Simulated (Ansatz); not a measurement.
We consider AlB2-type HfB2, described by LDA+SOC in Ansatz (PAW).

Settings: plane-wave cutoff 520 eV, 18×18×12 k mesh (along the axes of the cell as run), Fermi–Dirac smearing 0.1 eV, perturbation theory, PAW data made under PBE.

Computed at the level's own relaxed cell.

Harmonic phonon frequencies (cm⁻¹; i marks an imaginary mode):

```tsv
q point	frequencies
Γ	0 0 0 457 457 486 561 832 832
M	171 178 218 532 555 556 757 759 766
K	187 198 198 563 563 655 694 694 810
```

No imaginary mode appears at these points.

Ansatz is a first-principles code.
